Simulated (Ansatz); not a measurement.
Convergence study of the plane-wave cutoff for ZnPPd₅ (P4mm, 7 atoms in the cell)

```yaml
crystal:
  lattice:
    - [3.90293, 0.00000, 0.00000]
    - [0.00000, 3.90293, 0.00000]
    - [0.00000, 0.00000, 6.84919]
  atoms:
    - { symbol: Zn, position: [0.50000, 0.50000, 0.00730] }
    - { symbol: P, position: [0.00000, 0.00000, 0.50000] }
    - { symbol: Pd, position: [0.00000, 0.50000, 0.29245] }
    - { symbol: Pd, position: [0.00000, 0.50000, 0.70755] }
    - { symbol: Pd, position: [0.50000, 0.00000, 0.29245] }
    - { symbol: Pd, position: [0.50000, 0.00000, 0.70755] }
    - { symbol: Pd, position: [0.00000, 0.00000, 0.00000] }
```

Level of theory: LDA (PW92), default PAW files made with PBE (plane waves; Ansatz, an electronic-structure program).

Base settings: basis.ecutwfc = 30.9 Ry; kpoints.mp_grid.grid = 7 7 3; hamiltonian.xc = lda; hamiltonian.pseudopotentials = {kind: paw} (the program's default PAW files); scf.occupations.method = fermi_dirac; scf.occupations.width = 0.0073 Ry.

The second cell is the first with its lattice scaled by 0.98.

The mesh stays at the base's, so the ladder's end is converged at best in this setting alone.

The first pressure column holds Ansatz's estimate of the finite-basis (Pulay) stress, which hides part of the cutoff error; the other is without it.

Only quantities that move along the ladder and can be compared are tabulated.

The count of work is k-points × plane waves × bands × iterations; it is no time. 

The starting cell comes from a database of computed structures (which also holds hypothetical and non-ambient phases and stackings), without a prior relaxation at this level. Its lattice was rescaled by up to half a per cent. One atom was moved a little off its site on purpose. Spin polarisation is off; with an odd number of electrons in the cell that forces a metal, and a magnetic state may lie lower. In the base run, with a pressure of about -11 GPa the cell is away from its equilibrium volume at this level.

```csv
basis.ecutwfc,free energy less the last step's (meV/atom),energy of the compressed cell less the first (meV/atom),pressure (GPa),pressure without the Pulay estimate (GPa),largest difference of a force vector from the last step's (eV/Å),count of work / last
10.7 Ry,53782.40,-146.70,-28.68,-1791.65,2.499,0.068
12.5 Ry,25125.16,-514.08,-68.41,-1012.41,0.467,0.077
14 Ry,13182.07,-121.93,-35.76,-611.74,0.369,0.091
15.4 Ry,7038.97,-69.33,-9.11,-373.48,0.544,0.097
16.9 Ry,3379.86,30.87,-0.93,-211.17,0.326,0.12
18.4 Ry,1522.40,-0.26,-6.11,-116.07,0.100,0.14
21.7 Ry,221.53,-29.53,-10.49,-32.27,0.042,0.16
24.6 Ry,31.32,-30.19,-10.66,-14.57,0.017,0.19
27.9 Ry,3.63,-30.17,-10.55,-10.89,0.002,0.23
30.9 Ry,1.84,-30.22,-10.56,-10.60,0.001,0.27
33.8 Ry,1.34,-30.25,-10.57,-10.61,0.000,0.31
37.1 Ry,0.97,-30.28,-10.57,-10.59,0.000,0.35
41.5 Ry,0.75,-30.31,-10.58,-10.59,0.000,0.42
46.3 Ry,0.47,-30.34,-10.58,-10.60,0.000,0.49
54 Ry,0.15,-30.34,-10.58,-10.59,0.000,0.63
61.7 Ry,0.07,-30.34,-10.58,-10.58,0.000,0.76
74.2 Ry,0.00,-30.34,-10.58,-10.58,0.000,1.0
```

Coarsest basis.ecutwfc that holds the free energy within 5 meV/atom of the last step, with all finer ones: 27.9 Ry, at 0.23 of the last step's count of work; the step before is off by 31 meV/atom.

Coarsest basis.ecutwfc that holds the pressure within 0.05 GPa of the last step, with all finer ones: 27.9 Ry, at 0.23 of the last step's count of work; the step before is off by 0.09 GPa.

Coarsest basis.ecutwfc that holds the pressure without the Pulay estimate within 0.5 GPa of the last step, with all finer ones: 27.9 Ry, at 0.23 of the last step's count of work; the step before is off by 4.0 GPa.

The energy difference between the two cells stays within 1 meV/atom of the last step's from 21.7 Ry on, the total only from 37.1 Ry on: much of the error is common to both cells and cancels.

At the lowest cutoff the pressure without the Pulay estimate lies 1780 GPa under the last step's, the usual sign of Pulay stress in an incomplete plane-wave basis.

Keys are those of Ansatz 0.2.
